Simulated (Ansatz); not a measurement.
# CeO2 (P4₂/mnm, No. 136, 6 atoms in the cell; start mp-1018664; a measured phase of this formula has another space group)

Calculation: LDA (Ansatz, a quantum-chemistry and plane-wave program, plane waves, PAW).

Settings: plane-wave cutoff 520 eV, 8×8×10 k mesh (along the axes of the cell as run), Fermi–Dirac smearing 0.01 eV, no spin polarisation, scalar-relativistic PAW data made under PBE.

Cell (relaxed at this level):

```cif
data_Ce2O4
_chemical_formula_sum 'Ce2 O4'
_space_group_name_H-M_alt 'P 1'
_space_group_IT_number 1
_cell_length_a 5.02495
_cell_length_b 5.02495
_cell_length_c 3.59148
_cell_angle_alpha 90.000
_cell_angle_beta 90.000
_cell_angle_gamma 90.000
loop_
_space_group_symop_operation_xyz
  'x, y, z'
loop_
_atom_site_label
_atom_site_type_symbol
_atom_site_fract_x
_atom_site_fract_y
_atom_site_fract_z
_atom_site_occupancy
Ce1 Ce 0.50000 0.50000 0.50000 1
Ce2 Ce 0.00000 0.00000 0.00000 1
O1 O 0.81294 0.18706 0.50000 1
O2 O 0.18706 0.81294 0.50000 1
O3 O 0.31294 0.31294 0.00000 1
O4 O 0.68706 0.68706 0.00000 1
```

```yaml
band_gap: 2.21 eV
smallest_direct_gap_on_the_k_points_sampled: 2.32 eV
```

Note: the 4f shell is treated without U or exact exchange, so its levels and filling can be wrong.

Spin–orbit coupling is not included.

Cost on a shared machine: around 40 core-seconds (rough).

A start named mp-… is a Materials Project structure, which need not be a measured phase.
